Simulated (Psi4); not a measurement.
Psi4 1.11, HF/def2-svpd: V(S)(OH)(Me)2 ([CH3][V]([CH3])([OH])=[S]), 12 atoms. The geometry is a generated start, not checked to be a minimum at this level.

```json
{
  "task": "energy",
  "method": "scf",
  "basis": "def2-svpd",
  "memory": "3 GB",
  "maxiter": "100",
  "keys_of_the_molecule_block": "symmetry c1",
  "scf_type": "df (default)",
  "guess": "auto, which took SAD (default)",
  "scf_initial_accelerator": "adiis (default)",
  "e_convergence": "1e-06 (default)",
  "d_convergence": "1e-06 (default)",
  "basis_functions": "180"
}
```

```xyz
12

V      0.5442    -0.0578     0.1036
S      1.8632    -0.4938    -1.3795
O      1.1811     0.1556     1.5688
H      1.7821     0.2369     2.3115
C     -0.2874     1.6417    -0.5864
H     -1.0700     1.9689     0.1089
H     -0.7406     1.3954    -1.5552
H      0.4132     2.4675    -0.7364
C     -0.7144    -1.6290     0.0595
H     -0.3238    -2.5416    -0.3969
H     -1.5558    -1.2665    -0.5560
H     -1.0919    -1.8772     1.0580
```

Charge 0 and multiplicity 1 are set for this test and not shown to be the ground state.

One run each on 2 threads. Values of diis_max_vecs tried: 3, 6, 10 (default), 20.

Question: Predict the course of the SCF iterations along this series.

Answer: Fewest SCF iterations, within one of each other: 6 with 14, 10 (default) with 13, 20 with 13. The count rises to 23 at 3. All converge to one solution.

```json
[
 {"diis_max_vecs": "3", "SCF iterations": "23", "end": "same solution"},
 {"diis_max_vecs": "6", "SCF iterations": "14", "end": "same solution"},
 {"diis_max_vecs": "10 (default)", "SCF iterations": "13", "end": "same solution"},
 {"diis_max_vecs": "20", "SCF iterations": "13", "end": "same solution"}
]
```
